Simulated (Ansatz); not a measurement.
The parent structure is GaN in the zinc blende structure (space group F-43m, No. 216; a = 4.4981 Å).

The values are results of PBEsol in Ansatz (plane waves to 420 eV, PAW, spin-orbit coupling left out), not measurements.

Before the change:

The pressure is 0.0 kbar, the gap character is direct at Γ and the width of the top valence band is 3.72 eV.

Perturbation: the cell is scaled by 1.0100 in all directions; the atoms relax in the strained cell.

How does this affect the energy relative to the base?

The energy rises by 5.8 meV/atom.

What happens to the pressure?

The pressure goes from zero to -52.6 kbar.

Estimate the effect on the gap character.

The gap character stays direct at Γ.

Estimate the effect on the width of the top valence band.

The width of the top valence band decreases by 0.146 eV, from 3.72 eV to 3.58 eV.

Whether these cells are dynamically stable was not tested. This is not the structure that GaN has at room temperature and ambient pressure.

Ansatz is a first-principles code.
